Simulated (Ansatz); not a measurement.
Cell volume against guest size in monoclinic HfO2

Cells of 16 cation and 32 anion sites of HfO2, atoms and cell relaxed at PBE from the phase named, static lattice at 0 K. Metal guests replace cations. Two guests sit on neighbouring sites. A vacancy empties an O site next to the guests. Where both kinds of O site were run, the lower is taken. These are ordered model cells; other placings weren't searched.

Plane-wave PAW runs of Ansatz (a program for electronic structure), PBE at 420 eV, without spin–orbit coupling or a Hubbard term. No spin polarisation.

Radii are Shannon's six-fold crystal radii of the formal state, as pymatgen tabulates them.

This series is shown because its other rows lie near a line; not every series does.

| cell | radius (Å) | cell volume (Å³) |
|---|---|---|
| with two Al and one O vacancy | 0.68 | 564.2 |
| with two Ga and one O vacancy | 0.76 | 567.5 |
| with two Sc and one O vacancy | 0.89 | 566.0 |
| with two In and one O vacancy | 0.94 | 573.0 |
| with two Lu and one O vacancy | 1.00 | 575.7 |
| with two Y and one O vacancy | 1.04 | ? |
| with two La and one O vacancy | 1.17 | 590.3 |

Problem. Fit a straight line to the 6 rows with values and predict the withheld one.

Solution. The means are 0.907 Å and 572.78 Å³; Σ(x − x̄)(y − ȳ) = 7.726 and Σ(x − x̄)² = 0.1523, so the slope is 50.72 Å³ per Å, and the rows scatter about the line by 3.44 Å³ (root mean square). At 1.04 the line gives 572.78 + (50.72) × (0.133) = 579.5 Å³. The run itself gave 579.8 Å³, +0.3 Å³ from the line.
